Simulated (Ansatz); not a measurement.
The parent structure is SiC (space group P6_3mc, No. 186; a = 3.078 Å, c = 10.076 Å).

Computed with r2SCAN (Ansatz, a quantum-chemistry and plane-wave program), no spin-orbit coupling.

One change was made to it. Results:

The shortest interatomic distance drops by 0.036 Å (1.883 Å → 1.847 Å); the band gap goes up by 0.025 eV, from 2.60 eV to 2.62 eV; the smallest direct gap increases by 0.037 eV to 3.81 eV.

Task: Name the change that was made.
(A) pressure 30 GPa
(B) pressure 2.1 GPa
(C) pressure −1 GPa
(D) pressure 15 GPa

Result: D, pressure 15 GPa. For comparison, the shortest interatomic distance in the other runs: pressure −1 GPa gives 1.886 Å; pressure 30 GPa gives 1.817 Å; pressure 2.1 GPa gives 1.878 Å.

Load acts through the strain it causes; cell and atoms are relaxed under it. Whether these cells are dynamically stable was not tested. Competing high-pressure phases were not computed.
